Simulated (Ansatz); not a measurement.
Consider the following.

```yaml
crystal:
  lattice:
    - [0.00000, 2.68533, 2.68533]
    - [2.68533, 0.00000, 2.68533]
    - [2.68533, 2.68533, 0.00000]
  atoms:
    - { symbol: Ca, position: [0.00000, 0.00000, 0.00000] }
    - { symbol: F, position: [0.25000, 0.25000, 0.25000] }
    - { symbol: F, position: [0.75000, 0.75000, 0.75000] }
```

No spin polarisation.

Method: Kohn–Sham DFT with the PBEsol functional, run in Ansatz (an electronic-structure program) with PAW and 420 eV plane waves, no SOC. Γ-centred 11×11×11 mesh, Fermi–Dirac width 0.05 eV.

Task: Predict the pressure and space group.

Result: 
```json
{
 "pressure": "2.55 GPa",
 "space_group": "Fm-3m (No. 225)"
}
```

The cells carry an imposed strain or load. No phonon test of stability was made. The cell was made from CaF₂ in the fluorite structure (space group Fm-3m, No. 225) by this change: isotropic strain −0.92 %.
